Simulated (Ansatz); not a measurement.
Rh (model structure, started from the diamond type, Fd-3m, No. 227, 2 atoms in the cell), treated with LDA in Ansatz (PAW).

Run with plane-wave cutoff 520 eV, 18×18×18 k mesh, Fermi–Dirac smearing 0.05 eV, no spin polarisation, scalar-relativistic PAW data made under PBE.

Cell (relaxed at this level):

```cif
data_Rh2
_chemical_formula_sum 'Rh2'
_space_group_name_H-M_alt 'P 1'
_space_group_IT_number 1
_cell_length_a 3.81068
_cell_length_b 3.81068
_cell_length_c 3.81068
_cell_angle_alpha 60.000
_cell_angle_beta 60.000
_cell_angle_gamma 60.000
loop_
_space_group_symop_operation_xyz
  'x, y, z'
loop_
_atom_site_label
_atom_site_type_symbol
_atom_site_fract_x
_atom_site_fract_y
_atom_site_fract_z
_atom_site_occupancy
Rh1 Rh 0.25000 0.25000 0.25000 1
Rh2 Rh 0.00000 0.00000 0.00000 1
```

Question: What does this level give for the bulk modulus B0?

Answer: 
- bulk modulus B0 = 164 GPa

Note: the run has no spin polarisation, so it can have missed a magnetic state; the bulk modulus is −V dP/dV from two relaxed cells at ±2 % in volume; the relaxation could raise the start's symmetry but not lower it, so the cell can be a saddle point.

Static lattice: no zero-point or thermal effects.

Cost on a shared machine: roughly 60 core-seconds.

A model structure was made by putting elements into a prototype or built by hand; it is no filed structure, need not be a known phase, and can be a saddle point held by its symmetry.

Ansatz is a first-principles code.
